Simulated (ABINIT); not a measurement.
Worked example: self-consistent single point of LaCrAgO6 (Pc, 18 atoms in the cell) in ABINIT.

Computed with PBEsol, PAW (JTH v2.0 PBE PAW, files made for PBE) (plane waves; ABINIT).

```xyz
18
Lattice="4.6154 0.0000 0.0000 0.0000 7.1060 0.0000 -3.0468 0.0000 8.5500" Properties=species:S:1:pos:R:3 pbc="T T T"
La     1.5947     2.8872     6.5283
La     3.1181     4.2188     2.2533
Cr     3.0448     1.1380     3.6774
Cr     1.5214     5.9680     7.9523
Ag     2.3342     1.5559     0.0929
Ag     0.8108     5.5501     4.3679
O      0.8390     4.9542     2.4749
O     -0.6844     2.1518     6.7499
O     -2.3129     0.3498     7.9229
O     -0.7896     6.7562     3.6479
O      1.8843     1.0509     4.8549
O      3.4077     6.0551     0.5799
O     -2.0661     4.7111     8.2615
O     -0.5427     2.3949     3.9865
O      2.2182     4.1792     4.5778
O      3.7416     2.9267     0.3028
O      2.2692     1.5466     2.2237
O      0.7458     5.5594     6.4987
```

Reference input (self-consistent single point, DFT, PBEsol, plane waves, PAW (JTH v2.0 PBE PAW, files made for PBE)): pseudos = [La.GGA_PBE-JTH.xml, Cr.GGA_PBE-JTH.xml, Ag.GGA_PBE-JTH.xml, O.GGA_PBE-JTH.xml]; ecut = 30 Ha; pawecutdg = 60 Ha; ixc = -116133; occopt = 1; ngkpt = 4 2 2; nshiftk = 1; shiftk = 0.5 0.5 0.5; potentials = JTH v2.0 PBE PAW; nband = 74; kptopt = 1; nstep = 80. This run's input differs from it in these lines:

```diff
@@ -31,4 +31,4 @@
          0.6633400000    0.7823500000    0.7600800000
-ecut 30
-pawecutdg 60
+ecut 18
+pawecutdg 36
 pawovlp -1
```

Output, abridged:

```
--- !BeginCycle
solver: {iscf: 17, nstep: 80, nline: 4, wfoptalg: 10, }
tolerances: {tolvrs: 1.00E-12, }
...

     iter   Etot(hartree)      deltaE(h)  residm     nres2
 ETOT  1  -503.59359935823    -5.036E+02 2.654E+00 6.419E+02
 ETOT  2  -517.07228983223    -1.348E+01 5.471E-01 1.478E+03
 ETOT  3  -509.76496851311     7.307E+00 1.524E-01 2.325E+02
 ETOT  4  -509.29274186719     4.722E-01 1.323E-01 1.119E+02
 ETOT  5  -509.20503597640     8.771E-02 4.873E-02 8.658E+01
   [... 34 lines left out ...]
 ETOT 40  -508.52550959378    -5.684E-13 1.204E-10 4.991E-12
 ETOT 41  -508.52550959380    -1.427E-11 9.739E-11 1.264E-12
 ETOT 42  -508.52550959379     5.969E-12 4.953E-11 1.121E-12
 ETOT 43  -508.52550959379     9.095E-13 4.005E-11 1.857E-13
 At SCF step   43       nres2   =  1.86E-13 < tolvrs=  1.00E-12 =>converged.

 Cartesian components of stress tensor (hartree/bohr^3)
  sigma(1 1)=  2.67428655E-04  sigma(3 2)=  0.00000000E+00
  sigma(2 2)=  2.71767164E-04  sigma(3 1)=  6.06232535E-06
  sigma(3 3)=  3.01483616E-04  sigma(2 1)=  0.00000000E+00

 ----iterations are completed or convergence reached----

 reduced coordinates (array xred) for   18 atoms
       0.849550000000      0.406300000000      0.763540000000
       0.849550000000      0.593700000000      0.263540000000
       0.943630000000      0.160150000000      0.430100000000
   [... 15 lines left out ...]
 cartesian forces (eV/Angstrom) at end:
    1      0.05110722510973     0.05123157047319     0.00195657689597
    2      0.05110722510973    -0.05123157047319     0.00195657689597
   [... lines left out ...]
 Fermi (or HOMO) energy (eV) =   0.70646   Average Vxc (eV)=  -9.80185
   [... lines left out ...]
local_psp           : -4.66474730272597E+02
total_energy        : -5.08525509459773E+02
total_energy_eV     : -1.38376828405119E+04
...

-Cartesian components of stress tensor (GPa)         [Pressure= -8.2445E+00 GPa]
- sigma(1 1)=  7.86802134E+00  sigma(3 2)=  0.00000000E+00
- sigma(2 2)=  7.99566466E+00  sigma(3 1)=  1.78359740E-01
- sigma(3 3)=  8.86995272E+00  sigma(2 1)=  0.00000000E+00

 Calculation completed.
```

The run converged in 43 iterations. 

The starting cell comes from a database of computed structures (which also holds hypothetical and non-ambient phases and stackings), without a prior relaxation at this level. The potentials were made for another functional than the one used. At the lowered cutoff the pressure carries the error of an incomplete plane-wave basis.

These are the values that this program gave, and no reference: the one-centre exchange-correlation terms come from a truncated expansion.

Cost on one core of a shared machine: roughly 10 min.
